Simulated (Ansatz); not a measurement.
Consider WSe$_{2}$ (space group P6_3/mmc, No. 194; a = 3.230 Å, c = 12.411 Å; layered, stacked along the Cartesian z axis). Axes: x lies along a and z along c of the hexagonal cell.

Level of theory: PBEsol-D3(BJ) (Ansatz, a program for electronic structure), no SOC.

Strains are applied to the cell and any free atomic positions relax; under biaxial strain the out-of-plane vector relaxes too.

One change was made to it. Results:

```csv
quantity,base,after
volume per atom,18.70 Å³,18.52 Å³
hole mass,"1.5 mₑ along c, 0.60 mₑ across (at Γ)","1.4 mₑ out of plane, 0.64 mₑ in plane (at Γ)"
"valence-band top at Γ (three highest levels, from the VBM)","0.00, -0.78, -1.48 eV","0.00, -0.80, -1.37 eV"
```

**Question.** Name the change that was made.
(A) biaxial strain −2.40 %, plane normal [001], relaxed out of plane
(B) biaxial strain −1.80 %, plane normal [001], relaxed out of plane
(C) biaxial strain −1.20 %, plane normal [001], relaxed out of plane
(D) biaxial strain −0.60 %, plane normal [001], relaxed out of plane

**Answer.** D, biaxial strain −0.60 %, plane normal [001], relaxed out of plane. For comparison, the valence-band top at Γ in the other runs: biaxial strain −1.20 %, plane normal [001], relaxed out of plane gives 0.00, -0.83, -1.26 eV; biaxial strain −1.80 %, plane normal [001], relaxed out of plane gives 0.00, -0.85, -1.14 eV; biaxial strain −2.40 %, plane normal [001], relaxed out of plane gives 0.00, -0.86, -1.01 eV.

Spin-orbit coupling, missing from the scalar runs, can matter with W. The levels and masses belong to the bands next to the band gap. Effective masses come from finite differences of ±0.01 Å⁻¹. Whether these cells are dynamically stable was not tested.
